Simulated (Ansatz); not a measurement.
Take RhPb (space group P6/mmm, No. 191; a = 5.663 Å, c = 4.442 Å) as the base.

Levels (all Ansatz, a program for electronic structure, PAW): PBEsol (420 eV, no SOC); PBEsol+SOC (420 eV, noncollinear with spin-orbit coupling).

The geometry is relaxed with PBEsol.

- PBEsol pressure: 0.0 GPa

### Question
Predict the pressure from PBEsol+SOC.

### Answer
The pressure goes from zero to -0.4 GPa.

Single points use the geometry relaxed with PBEsol. Differences between runs with and without spin-orbit coupling are approximate. No phonon test of stability was made. The runs without spin-orbit coupling are not spin-polarised.
